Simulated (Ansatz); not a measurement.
The starting structures come from a database of crystals and need not be the phases stable at ambient conditions.

Inside the gap of an insulator the Bloch states are evanescent, with a wavenumber k + iκ along the transport direction.

Data:

```
KYTe2
1.0
    7.78619     0.00000     0.00000
    2.59540     8.16702     0.00000
    3.89310     0.00000     2.24768
K Y Te
1 1 2
Direct
  0.50000   0.50000   0.00000
  0.00000   0.00000   0.00000
  0.73666   0.79002   0.00000
  0.26334   0.20998   0.00000
```

Space group of this cell: R-3m. The cell is taken as given.

Transport runs along the normal of the first two printed cell vectors, the (110) plane of the conventional cell.

No gap correction and no spin-orbit coupling; mid-gap values are interpolated between computed energies.

Task: State the band gap and the smallest decay constant κ at mid-gap according to r2SCAN (Ansatz, a quantum-chemistry and plane-wave program).

Result: Gap 1.69 eV on a 14×14×14 mesh; κ = 0.160 1/Å, at the zone centre.
